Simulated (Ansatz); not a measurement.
The starting structures come from a database of crystals and need not be the phases stable at ambient conditions.

 Where the default PAW files enter, the runs use the earlier of Ansatz's two default sets.

# Evanescent states of CsH (Pm-3m, CsCl type, not sure to be the ambient phase, 2 atoms a cell, 27.1 Å³ an atom) along the normal of (110)

The numbers are results of r2SCAN (plane waves, PAW; Ansatz, a first-principles code), not measurements.

The gap is the functional's own, uncorrected, and κ follows it; spin-orbit coupling is left out. Mid-gap values are interpolated between the computed energies.

Energies count from the valence-band top; κ is the least over a 8×6 mesh across the current.

```tsv
E (eV)	κ (1/Å)	where
0.08	0.099	off Γ
0.24	0.160	off Γ
0.40	0.194	off Γ
0.56	0.216	off Γ
0.72	0.231	off Γ
0.88	___	off Γ
1.04	___	off Γ
1.20	___	off Γ
1.36	___	off Γ
1.52	___	off Γ
1.68	___	off Γ
1.84	___	off Γ
2.00	___	off Γ
2.16	___	off Γ
2.32	___	off Γ
2.48	0.186	off Γ
2.64	0.166	off Γ
2.80	0.141	off Γ
2.96	0.109	off Γ
3.12	0.056	off Γ
```

Task: Some entries are withheld; supply them.

Result: 
- 0.88, κ (1/Å): 0.240
- 1.04, κ (1/Å): 0.246
- 1.20, κ (1/Å): 0.249
- 1.36, κ (1/Å): 0.249
- 1.52, κ (1/Å): 0.246
- 1.68, κ (1/Å): 0.242
- 1.84, κ (1/Å): 0.235
- 2.00, κ (1/Å): 0.226
- 2.16, κ (1/Å): 0.215
- 2.32, κ (1/Å): 0.202
